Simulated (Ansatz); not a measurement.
# Y on the Hf site + Y on the Hf site + O vacancy (monoclinic HfO2 host)

Method: PBE, PAW (plane waves to 420 eV; Ansatz, a program for electronic structure). Details: 96-site cell; 2×2×2 shifted k-points; start: the Hf site; Hf 3.44 Å away; O(1,3-fold) 2.05 Å away; no spin–orbit coupling; energies good to tenths of an eV; relaxed from one start, so a lower configuration may exist; flagged in the runs: a host whose relaxation on this sampling wasn't shown to rest.

Neighbours after relaxation, in Å: of the emptied site: Y 2.22, Y 2.32, Hf 2.37, O 2.48, O 2.51; of the Y atom: O 2.17, O 2.20, O 2.22, O 2.24, O 2.26, O 2.28; of the Y atom: O 2.15, O 2.18, O 2.19, O 2.25, O 2.30, O 2.31.

| charge | moment (μB) | point group | largest move off a lattice site (Å) |
|---|---|---|---|
| 0 | not spin-polarised | C1 | 0.30 |

Point groups are those of the whole cell at tolerances of 0.03 and 0.1 Å ("near" where only the looser one holds); none is given for unsettled states.

Flagged in the runs: a host whose relaxation on this sampling wasn't shown to rest.

All states together cost about 80 core-minutes (a rough figure).
